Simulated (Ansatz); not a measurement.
Base system: TiN in the rock salt structure (space group Fm-3m, No. 225; a = 4.2325 Å). Axes: x, y, z lie along the cube axes.

Calculations: Ansatz (an electronic-structure program) r2SCAN, no spin-orbit coupling.

Base values:

* **Pressure**: 0.0 GPa

It is then changed as follows: the cell is compressed by 3.65 % along y with no lateral relaxation, atoms relaxed at fixed cell.

**Question.** What does the calculation give for the pressure and energy relative to the base after the change?

**Answer.** The pressure (mean of the normal stresses, compression positive) goes from zero to 12.9 GPa; the energy grows by 28 meV/atom.

Without a gap, meshes like the base's 19×19×19 leave anisotropic stresses uncertain by several tenths of a GPa, and small strain energies with them. The cells carry an imposed strain or load. Whether these cells are dynamically stable was not tested. All final runs are without spin polarisation. An odd electron count without spin: TiN.
